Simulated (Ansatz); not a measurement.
Functionals compared on Cl on the 1x1 (0001) surface of hcp Sc, one in a 2x2 cell, started at the site 'hollow Sc-Sc-Sc over Sc at depth 2.5 Å', in Ansatz (plane waves, PAW). The structure was relaxed with PBE; the other rows are single points on it, each with its references at the same level. Cutoff 420 eV (500 eV for r2SCAN).

Set-up: 17 atoms, 7.6 Å thick at the start under the adsorbate (thin: gaps and levels are the slab's own); mesh 5x5x1; 0.1 eV smearing; dipole correction on; 8 atoms held, the rest relaxed; held to the start's symmetry, so lower structures may exist; no spin, no spin-orbit, no U, no dispersion correction. At the end it is bonded to 3 Sc. In PBE this state lies 0.03 eV over the lowest of the starts that converged ('bridge Sc-Sc (span 3.3 Å)'). These notes are the PBE run's. Adsorption energies are against ½ Cl2(g). A negative adsorption energy means that the adsorbate is more stable on the surface than in its reference.

| functional | adsorption energy (eV) | work function of the top face (eV) | change of the work function (eV) | rough cost of the single point |
|---|---|---|---|---|
| PBE | -3.79 | 3.48 | -0.10 | – |
| RPBE | -3.63 | 3.35 | -0.14 | roughly 60 core-seconds |
| r2SCAN | ___ | ___ | ___ | very roughly 110 core-seconds |

**Question.** What belongs in the gaps?

**Answer.** 
- r2SCAN, adsorption energy (eV): -4.25
- r2SCAN, work function of the top face (eV): 3.42
- r2SCAN, change of the work function (eV): -0.23

Ansatz is a first-principles code.
